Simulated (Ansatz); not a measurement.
**CdS (model structure, started from the BeO type, P4₂/mnm, No. 136, 8 atoms in the cell): lattice parameter c by level of theory**

No measured value is used here.

```csv
level (code),value (Å)
LDA (Ansatz),…
PBE (Ansatz),…
PBEsol (Ansatz),4.144
PBE-D3(BJ) (Ansatz),4.192
r²SCAN (Ansatz),4.197
r²SCAN+rVV10 (Ansatz),4.197
```

Problem. Complete the blanks.

Solution. 
- LDA (Ansatz, a quantum-chemistry and plane-wave program), value (Å): 4.103
- PBE (Ansatz), value (Å): 4.207

Cutoffs differ between the levels. Ansatz's density-functional and Hartree–Fock values are scalar-relativistic unless marked +SOC, with PAW data made under PBE.

A model structure was made by putting elements into a prototype or built by hand; it is no filed structure, need not be a known phase, and can be a saddle point held by its symmetry.
